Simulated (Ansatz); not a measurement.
Start from Sn in the diamond structure (space group Fd-3m, No. 227; relaxed with 0.1 eV smearing).

```xyz
2
Lattice="0.0000 3.3279 3.3279 3.3279 0.0000 3.3279 3.3279 3.3279 0.0000" Properties=species:S:1:pos:R:3 pbc="T T T"
Sn     3.3279     3.3279     3.3279
Sn     4.9918     4.9918     4.9918
```

Calculations: DFT with PBE, PAW potentials and a 420 eV plane-wave cutoff in Ansatz (an electronic-structure program), no spin-orbit coupling, earlier PAW set.

Before the change:

- Band gap: zero
- Pressure: 0.0 GPa

One thing is altered: an isotropic linear strain of −1.86 %, atoms relaxed at fixed cell.

Task: Predict the new energy relative to the base.

Result: The energy goes up by 14 meV/atom.

Task: How does this affect the band gap?

Result: The band gap is still zero.

Task: What happens to the pressure?

Result: The pressure goes from zero to 2.3 GPa.

No phonon test of stability was made.
